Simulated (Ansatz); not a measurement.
# SiC: pressure −1 GPa

The reference is SiC in the zinc blende structure (space group F-43m, No. 216; a = 4.356 Å).

Modification: a negative pressure, −1 GPa.

All numbers come from plane-wave PAW DFT at the r2SCAN level (Ansatz, a quantum-chemistry and plane-wave program, 500 eV), scalar-relativistic without spin-orbit coupling. Γ-centred 13×13×13 mesh, Fermi–Dirac width 0.05 eV.

The density decreases by 0.01 g/cm³ to 3.21 g/cm³ and the lattice parameter a rises by 0.0064 Å to 4.363 Å. The shortest interatomic distance goes up by 0.003 Å to 1.889 Å and the enthalpy H = E + PV relative to the base's energy amounts to -0.06 eV/atom. The band gap hardly moves (1.71 eV against 1.72 eV) and the gap character remains indirect, Γ → X. The smallest direct gap stays essentially unchanged (5.05 eV against 5.04 eV) and the width of the top valence band hardly moves (4.81 eV against 4.80 eV). The electron mass stays 0.64 mₑ along k, 0.23 mₑ across (at X) and the hole mass (degenerate bands, along [100]) remains 0.35, 0.57, 0.57 mₑ (at Γ).

Final structure:

```yaml
crystal:
  lattice:
    - [0.00000, 2.18138, 2.18138]
    - [2.18138, 0.00000, 2.18138]
    - [2.18138, 2.18138, 0.00000]
  atoms:
    - { symbol: C, position: [0.25000, 0.25000, 0.25000] }
    - { symbol: Si, position: [0.00000, 0.00000, 0.00000] }
```

Load acts through the strain it causes; cell and atoms are relaxed under it. Masses are band curvatures over ±0.01 Å⁻¹ around the edge. Along k means along the line from Γ to the band edge. No phonon test of stability was made.
